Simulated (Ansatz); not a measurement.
The starting structures come from a database of crystals and need not be the phases stable at ambient conditions.

The decay constant κ of evanescent states in the gap governs leakage through a thin film.

Here is the system:

```
Bi2SrO4
1.0
    7.47161     0.09626     0.08316
    0.58181     9.83070    -0.02703
    2.49988     0.83039     3.47972
Sr Bi O
2 4 8
Direct
  0.25905   0.47195   0.50497
  0.74095   0.52805   0.49503
  0.72172   0.85092   0.85282
  0.27828   0.14908   0.14718
  0.81650   0.19584   0.08558
  0.18350   0.80416   0.91442
  0.17479   0.17817   0.73612
  0.82521   0.82183   0.26388
  0.85465   0.40773   0.94149
  0.14535   0.59227   0.05851
  0.58170   0.64924   0.09368
  0.41830   0.35076   0.90632
  0.92604   0.17587   0.48603
  0.07396   0.82413   0.51397
```

Space group of this cell: C2/m. The cell was relaxed by PBE-D3(BJ); by PBEsol its mean pressure is -1.8 GPa.

Transport runs along the normal of the first two printed cell vectors.

The gap is the functional's own, uncorrected, and κ follows it; spin-orbit coupling is left out. Mid-gap values are interpolated between the computed energies.

Question: Give the band gap and the smallest decay constant κ at mid-gap that PBEsol (Ansatz, a first-principles code) yields.

Answer: Gap 2.43 eV on a 10×10×10 mesh; κ = 0.245 1/Å, at (0.000, 0.250) of the in-plane reciprocal vectors. At the zone centre, at the nearest computed energy, the slowest state has κ = 0.24 1/Å.
